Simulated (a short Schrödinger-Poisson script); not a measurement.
Solved with a short Schrödinger-Poisson script written for these runs: 1D Poisson equation in equilibrium, electrons quantum, Hartree (BenDaniel-Duke, 12 states a valley, the channel's in-plane mass for all, wave functions ending at the dielectric), parabolic valleys, classical holes, full ionisation, no traps, pinning or gate leakage.

System: MOS inversion layer, SiO2 on p-type GaN, at 300 K.

From the gate side: 1.1 nm SiO2; 330 nm GaN, acceptors 3.5e18 cm⁻³.

The device is made up for the run: typed textbook-type constants, with dimensions and the other settings drawn at random. SiO2: permittivity 3.9, conduction-band edge (eV) 3.2, gap (eV) 9, electron mass (mₑ) 0.5. GaN: permittivity 9.5, conduction-band edge (eV) 0, gap (eV) 3.43, Nv at 300 K (cm⁻³) 4.6e19.

Channel valleys (confinement mass, in-plane density-of-states mass, number): Γ 0.2, 0.2, 1. At the gate the conduction-band edge of layer 1 lies 3.42 eV − eVg above the Fermi level of the channel; the field vanishes at the back. Gaps are held at their typed values at every temperature. Mesh 0.03 nm at interfaces.

Question: Give the centroid of the channel electrons at Vg = 1.45 V (nm); the lowest subband against the Fermi level at Vg = 1.45 V (meV); the capacitance at Vg = 1.45 V (μF/cm²).

Answer: centroid of the channel electrons at Vg = 1.45 V (nm): 1.47; lowest subband against the Fermi level at Vg = 1.45 V (meV): -6.5; capacitance at Vg = 1.45 V (μF/cm²): 1.73. In real p-type GaN the Mg acceptor is only partly ionised, and so wide a gap doesn't supply an inversion layer without source and drain.
